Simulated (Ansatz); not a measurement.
We consider KHCO3 (P2₁/c, No. 14), described by r²SCAN-D4 (Ansatz, a quantum-chemistry and plane-wave program, PAW).

Run with plane-wave cutoff 500 eV, 12×8×4 k mesh (along the axes of the cell as run), gaussian smearing 0.02 eV, scalar-relativistic PAW data made under PBE.

Computed at the level's own relaxed cell.

Estimate the equilibrium volume per atom and band gap that the calculation returns.


* **equilibrium volume per atom**: 12.37 Å³/atom
* **band gap**: 5.88 eV (on the SCF k mesh)

Note: the relaxation could not lower the start's symmetry, so the cell can be a saddle point above a distorted one.

Static lattice: no zero-point or thermal effects.
